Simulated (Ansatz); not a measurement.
## Al (Fm-3m): band-structure transport figures

Given:

```
Al
1.0
    0.00000     2.00937     2.00937
    2.00937     0.00000     2.00937
    2.00937     2.00937     0.00000
Al
1
Direct
  0.00000   0.00000   0.00000
```

Calculation: r2SCAN, rigid bands (plane waves, PAW, scalar-relativistic; Ansatz, a program for electronic structure). Condition of this run: functional r2SCAN on the same cell. How the cell was made: cell and atoms relaxed with PBEsol.

```
Item                                                               Value
------------------------------------  ----------------------------------
density of states at the Fermi level  0.381 states/(eV·cell), both spins
bare Sommerfeld coefficient                    0.90 mJ/(mol of atoms·K²)
Drude plasma energy                                              12.4 eV
root-mean-square Fermi velocity                                1.6e6 m/s
resistivity times τ                                     3.2 ×10⁻²² Ω·m·s
```

A metal at this level (no band gap); rigid bands, thermally averaged at 300 K, both spins. Spin-orbit coupling is left out. τ is one relaxation time for all states.
